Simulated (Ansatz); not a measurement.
The starting structures come from a database of crystals and need not be the phases stable at ambient conditions.

 Where the default PAW files enter, the runs use the earlier of Ansatz's two default sets.

Tunnelling through a barrier is set by its complex band structure: the current falls as exp(−2κd) with the smallest κ.

Input:

```xyz
14
Lattice="4.4143 0.0000 0.0000 0.0000 11.5888 0.0000 0.0000 0.0000 3.5463" Properties=species:S:1:pos:R:3 pbc="T T T"
V      0.4981     1.7138     0.0000
V      0.4981     9.8749     0.0000
V      3.9162     4.0806     1.7732
V      3.9162     7.5082     1.7732
O      4.4283     0.0000     0.0000
O     -0.0139     5.7944     1.7732
O      2.0808     1.6767     0.0000
O      2.0808     9.9121     0.0000
O      2.3335     4.1177     1.7732
O      2.3335     7.4711     1.7732
O      0.0184     2.0998     1.7732
O      0.0184     9.4889     1.7732
O      4.3960     3.6945     0.0000
O      4.3960     7.8942     0.0000
```

Space group of this cell: Pmmn. The cell was relaxed by PBE-D3(BJ); by r2SCAN its mean pressure is -3.0 GPa.

Transport runs along the normal of the first two printed cell vectors.

No gap correction and no spin-orbit coupling; mid-gap values are interpolated between computed energies.

### Question
State the band gap and the smallest decay constant κ at mid-gap according to Ansatz (a quantum-chemistry and plane-wave program) with r2SCAN.

### Answer
Gap 2.19 eV on a 8×4×8 mesh; κ = 0.414 1/Å, at the zone centre.
